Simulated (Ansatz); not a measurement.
Defect: interstitial Li in beta Ga2O3 with all lengths changed by +1 %, charge state +1. Calculation: PBE, PAW (plane waves to 420 eV; Ansatz, a quantum-chemistry and plane-wave program).

Cell of 120 host sites held at the strained lattice (strain from the relaxed PBE one, atoms relaxed); the Γ point alone; Fermi-Dirac width 0.01 eV, spin-restricted; finite-size errors left in. Static, classical nuclei. The charge state is imposed; whether it is stable for some Fermi level was not computed. Sites that were not tried may lie lower.

Barriers: single points on a 2×2×2 k-point mesh shifted by half a step at the bands' geometries.

A. one Li atom jumps by itself; the atom moves 1.36 Å along (0.00, 0.44, 0.00) of the unit cell; the moving atom starts with neighbours 2 Ga at 2.28; 2 O at 1.77, 2 O at 1.97 Å and ends with 2 Ga at 2.28; 2 O at 1.77, 2 O at 1.97 Å; the start lies 0.45 eV above the lowest site run; saddle order not checked.
B. one Li atom jumps by itself; the atom moves 1.68 Å along (0.03, -0.50, -0.08) of the unit cell; the moving atom starts with neighbours O at 1.79, 2 O at 1.89, O at 2.28 Å and ends with O at 1.79, 2 O at 1.89, O at 2.28 Å; saddle order not checked.

Task: Rank these by forward barrier (lowest first), as PBE, PAW gives it.

Result: A (0.086 eV), B (0.30 eV)
